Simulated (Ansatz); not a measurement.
# Tl, response to strain

Take Tl in the hcp (Mg type) structure (space group P6_3/mmc, No. 194; a = 3.458 Å, c = 5.523 Å) as the base. Axes: x lies along a and z along c of the hexagonal cell.

Strains are applied to the cell and any free atomic positions relax.

Level of theory: PBEsol (Ansatz, an electronic-structure program, PAW, without spin-orbit coupling).

Candidates:
(a) isotropic strain −1.46 %
(b) strain tensor (xx, yy, zz, yz, xz, xy) = (−1.84, −0.88, +0.90, +0.88, −0.75, +0.31) %
(c) isotropic strain +0.93 %

Notes on the quantities. energy relative to the base: free energy F.

Q: Order them by energy relative to the base, highest first.

A: (a) isotropic strain −1.46 % (+6.0 meV/atom), (c) isotropic strain +0.93 % (+2.8 meV/atom), (b) strain tensor (xx, yy, zz, yz, xz, xy) = (−1.84, −0.88, +0.90, +0.88, −0.75, +0.31) % (+1.9 meV/atom)

Without a gap, meshes like the base's 15×15×9 leave anisotropic stresses uncertain by several tenths of a GPa, and small strain energies with them. Whether these cells are dynamically stable was not tested.
